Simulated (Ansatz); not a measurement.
**BaTiO3: response to strain**

Base system: BaTiO₃ in the cubic perovskite structure (space group Pm-3m, No. 221; a = 3.9346 Å). Axes: x, y, z lie along the cube axes.

Strains are applied to the cell and any free atomic positions relax; under biaxial strain the out-of-plane vector relaxes too.

Method: LDA, PAW, 420 eV (Ansatz, a program for electronic structure; spin-orbit coupling left out).

```csv
"biaxial strain, plane normal [111], relaxed out of plane (%)",out-of-plane strain (%)
0,0.00
0.5,-0.29
1,?
1.5,-0.84
2,-1.10
2.5,-1.36
```

Fit ε⊥ = −νε + γε² (strains in %) to the rows shown and predict the withheld row.

Least squares on the printed values gives ν = 0.58 (the biaxial Poisson response) and γ = 0.016 (largest residual 0.00 %); this predicts -0.57 %, and the run gives -0.56 %, in agreement.

Whether these cells are dynamically stable was not tested. The final runs are not spin-polarised. Many cubic perovskites are stable only at high temperature; tilts and polar distortions were not tested. This is not the structure that BaTiO3 has at room temperature and ambient pressure.
